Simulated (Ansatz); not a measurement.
Ta: response to strain

Base system: Ta in the bcc (W type) structure (space group Im-3m, No. 229; a = 3.2823 Å; relaxed with 0.1 eV smearing). Axes: x, y, z lie along the cube axes.

Strains are applied to the cell and any free atomic positions relax; under biaxial strain the out-of-plane vector relaxes too.

Computed with plane-wave PAW DFT at the PBEsol level (Ansatz, a program for electronic structure, 420 eV), without spin-orbit coupling.

Notes on the quantities. energy relative to the base: free energy F; pressure: mean of the normal stresses, compression positive.

```json
[
 {"change": "base", "volume per atom": "17.68 Å³", "energy relative to the base": "0 meV/atom", "space group": "Im-3m (No. 229)", "pressure": "0.0 GPa"},
 {"change": "biaxial strain +3.63 %, plane normal [110], relaxed out of plane", "volume per atom": "18.21 Å³", "energy relative to the base": "+36 meV/atom", "space group": "Fmmm (No. 69)", "pressure": "-5.3 GPa"},
 {"change": "isotropic strain −5.09 %", "volume per atom": "15.12 Å³", "energy relative to the base": "+0.307 eV/atom", "space group": "Im-3m (No. 229)", "pressure": "43.4 GPa"},
 {"change": "isotropic strain −1.83 %", "volume per atom": "16.73 Å³", "energy relative to the base": "+36 meV/atom", "space group": "Im-3m (No. 229)", "pressure": "12.7 GPa"},
 {"change": "uniaxial strain ε_zz = +4.11 %", "volume per atom": "18.41 Å³", "energy relative to the base": "…", "space group": "I4/mmm (No. 139)", "pressure": "…"},
 {"change": "tensor shear ε_xy = +0.81 %", "volume per atom": "17.68 Å³", "energy relative to the base": "+1.1 meV/atom", "space group": "Fmmm (No. 69)", "pressure": "0.0 GPa"}
]
```

Question: Complete the table.

Answer: 
- uniaxial strain ε_zz = +4.11 %, energy relative to the base: +24 meV/atom
- uniaxial strain ε_zz = +4.11 %, pressure: -7.6 GPa

Stability against distortions was not tested. The final runs are not spin-polarised.
